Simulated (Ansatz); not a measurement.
The reference is ZrO₂ (space group P4_2/nmc, No. 137; a = 3.601 Å, c = 5.228 Å).

The values are results of plane-wave PAW DFT at the r2SCAN level (Ansatz, a first-principles code, 500 eV), no SOC, not measurements.

Before the change:

| Quantity | Value |
|---|---|
| Width of the top valence band | 0.89 eV |
| Electron mass | 2.2 mₑ along c, 0.63 mₑ across (at Γ) |
| Lattice parameter a | 3.601 Å |
| c/a ratio | 1.452 |
| Smallest direct gap | 4.71 eV |

One thing is altered: cell and atoms relaxed at a pressure of 4.5 GPa.

### Question
Predict the new width of the top valence band, electron mass, lattice parameter a, c/a ratio and smallest direct gap.

### Answer
The width of the top valence band increases by 0.025 eV (0.89 eV → 0.92 eV); the electron mass becomes 2.1 mₑ along c, 0.62 mₑ across (at Γ) (base: 2.2 mₑ along c, 0.63 mₑ across (at Γ)); the lattice parameter a decreases by 0.021 Å, from 3.601 Å to 3.580 Å; the c/a ratio shrinks by 0.008 to 1.444; the smallest direct gap grows by 0.03 eV, from 4.71 eV to 4.74 eV.

Load acts through the strain it causes; cell and atoms are relaxed under it. Masses are band curvatures over ±0.01 Å⁻¹ around the edge. No phonon test of stability was made. This is not the structure that ZrO2 has at room temperature and ambient pressure.
